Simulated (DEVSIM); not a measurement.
Structure: Schottky contact on n-type In0.53Ga0.47As, at 350 K.

```csv
layer (left to right),material,thickness (μm),Nd (cm⁻³),τn (s),τp (s)
1,In0.53Ga0.47As,0.630,5.4e15,2.9e-9,2.9e-9
```

Left contact: Schottky, work function 5.15 eV, emission velocity 4.3e6 cm/s. Right contact: ohmic. Voltage is applied to the left contact. Recombination: SRH at mid-gap, radiative. Mobility is μmin + (μ − μmin)/(1 + (N/Nref)^α).

Constants are typed, rounded textbook-type inputs, not results; the design itself was drawn at random and stands for no fabricated device. Values at 300 K; Nc and Nv go as T^1.5, mobilities as T to minus their exponent, the gap by Varshni's rule with the affinity fixed.

| parameter | In0.53Ga0.47As |
|---|---|
| gap (eV) | 0.74 |
| affinity (eV) | 4.51 |
| permittivity | 13.9 |
| Nc (cm⁻³) | 2.1e17 |
| Nv (cm⁻³) | 7.7e18 |
| μn (cm²/Vs) | 12000 |
| μp (cm²/Vs) | 300 |
| μn,min | 300 |
| μp,min | 10 |
| Nref,n | 1.3e17 |
| Nref,p | 4.9e17 |
| αn | 0.48 |
| αp | 0.4 |
| T exponent of μn | 1.6 |
| T exponent of μp | 1.6 |
| B (cm³/s) | 9.6e-11 |
| Varshni α (eV/K) | 0.00035 |
| Varshni β (K) | 190 |

Simulated with DEVSIM: 1D drift-diffusion, Boltzmann statistics, complete ionisation; no tunnelling, impact ionisation, image-force lowering or self-heating. Metal contacts follow the ideal Schottky-Mott rule: no Fermi-level pinning, no interface dipoles.

Problem. Tabulate band edges, carrier densities and field at zero bias.

Solution. Energies count from the Fermi level of the right contact; mesh points crowd at the junctions.

```json
[
 {"x (μm)": "0.000", "Ec (eV)": "0.640", "Ev (eV)": "-0.085", "n (cm⁻³)": "1.6e8", "p (cm⁻³)": "5.8e17", "field (V/cm)": "-69000"},
 {"x (μm)": "0.006606", "Ec (eV)": "0.603", "Ev (eV)": "-0.122", "n (cm⁻³)": "5.5e8", "p (cm⁻³)": "1.7e17", "field (V/cm)": "-45000"},
 {"x (μm)": "0.01489", "Ec (eV)": "0.572", "Ev (eV)": "-0.153", "n (cm⁻³)": "1.5e9", "p (cm⁻³)": "6.1e16", "field (V/cm)": "-33000"},
 {"x (μm)": "0.02526", "Ec (eV)": "0.541", "Ev (eV)": "-0.184", "n (cm⁻³)": "4.2e9", "p (cm⁻³)": "2.2e16", "field (V/cm)": "-27000"},
 {"x (μm)": "0.04330", "Ec (eV)": "0.497", "Ev (eV)": "-0.228", "n (cm⁻³)": "1.9e10", "p (cm⁻³)": "5.1e15", "field (V/cm)": "-23000"},
 {"x (μm)": "0.06088", "Ec (eV)": "0.458", "Ev (eV)": "-0.267", "n (cm⁻³)": "6.7e10", "p (cm⁻³)": "1.4e15", "field (V/cm)": "-21000"},
 {"x (μm)": "0.08291", "Ec (eV)": "0.413", "Ev (eV)": "-0.311", "n (cm⁻³)": "2.9e11", "p (cm⁻³)": "3.2e14", "field (V/cm)": "-19000"},
 {"x (μm)": "0.1212", "Ec (eV)": "0.344", "Ev (eV)": "-0.380", "n (cm⁻³)": "2.9e12", "p (cm⁻³)": "3.2e13", "field (V/cm)": "-17000"},
 {"x (μm)": "0.1585", "Ec (eV)": "0.287", "Ev (eV)": "-0.438", "n (cm⁻³)": "1.9e13", "p (cm⁻³)": "4.8e12", "field (V/cm)": "-14000"},
 {"x (μm)": "0.2053", "Ec (eV)": "0.229", "Ev (eV)": "-0.496", "n (cm⁻³)": "1.3e14", "p (cm⁻³)": "7.1e11", "field (V/cm)": "-11000"},
 {"x (μm)": "0.2639", "Ec (eV)": "0.178", "Ev (eV)": "-0.547", "n (cm⁻³)": "7.3e14", "p (cm⁻³)": "1.3e11", "field (V/cm)": "-6900"},
 {"x (μm)": "0.3514", "Ec (eV)": "0.137", "Ev (eV)": "-0.588", "n (cm⁻³)": "2.8e15", "p (cm⁻³)": "3.3e10", "field (V/cm)": "-2700"},
 {"x (μm)": "0.4130", "Ec (eV)": "0.126", "Ev (eV)": "-0.599", "n (cm⁻³)": "4.1e15", "p (cm⁻³)": "2.3e10", "field (V/cm)": "-1200"},
 {"x (μm)": "0.4622", "Ec (eV)": "0.121", "Ev (eV)": "-0.604", "n (cm⁻³)": "4.7e15", "p (cm⁻³)": "2.0e10", "field (V/cm)": "-600"},
 {"x (μm)": "0.5126", "Ec (eV)": "0.119", "Ev (eV)": "-0.606", "n (cm⁻³)": "5.1e15", "p (cm⁻³)": "1.8e10", "field (V/cm)": "-290"},
 {"x (μm)": "0.5416", "Ec (eV)": "0.118", "Ev (eV)": "-0.606", "n (cm⁻³)": "5.2e15", "p (cm⁻³)": "1.8e10", "field (V/cm)": "-200"},
 {"x (μm)": "0.5647", "Ec (eV)": "0.118", "Ev (eV)": "-0.607", "n (cm⁻³)": "5.3e15", "p (cm⁻³)": "1.8e10", "field (V/cm)": "-150"},
 {"x (μm)": "0.5832", "Ec (eV)": "0.118", "Ev (eV)": "-0.607", "n (cm⁻³)": "5.3e15", "p (cm⁻³)": "1.8e10", "field (V/cm)": "-120"},
 {"x (μm)": "0.6021", "Ec (eV)": "0.118", "Ev (eV)": "-0.607", "n (cm⁻³)": "5.4e15", "p (cm⁻³)": "1.8e10", "field (V/cm)": "-100"},
 {"x (μm)": "0.6130", "Ec (eV)": "0.118", "Ev (eV)": "-0.607", "n (cm⁻³)": "5.4e15", "p (cm⁻³)": "1.7e10", "field (V/cm)": "-99"},
 {"x (μm)": "0.6217", "Ec (eV)": "0.117", "Ev (eV)": "-0.607", "n (cm⁻³)": "5.4e15", "p (cm⁻³)": "1.7e10", "field (V/cm)": "-96"},
 {"x (μm)": "0.6300", "Ec (eV)": "0.117", "Ev (eV)": "-0.608", "n (cm⁻³)": "5.4e15", "p (cm⁻³)": "1.7e10", "field (V/cm)": "-95"}
]
```
